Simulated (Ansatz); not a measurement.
The parent structure is Rh2O3 in the corundum structure (space group R-3c, No. 167; a = 5.109 Å, c = 13.822 Å (hexagonal axes)).

Computed with plane-wave PAW DFT at the PBEsol level (Ansatz, a first-principles code, 420 eV), no SOC.

For the base:

```
Property            Value
---------------  --------
Volume per atom  10.41 Å³
c/a ratio           2.705
```

The change: C takes the place of O on all its sites, then cell and atoms are relaxed.

### Question
Estimate the effect on the volume per atom.

### Answer
The volume per atom goes up by 0.16 Å³ to 10.57 Å³.

### Question
What does the calculation give for the c/a ratio after the change?

### Answer
The c/a ratio rises by 0.065, from 2.705 to 2.770.

Whether these cells are dynamically stable was not tested. As relaxed here, Rh2C3 is a hypothetical phase, not in the database extracts checked. The final runs are not spin-polarised.
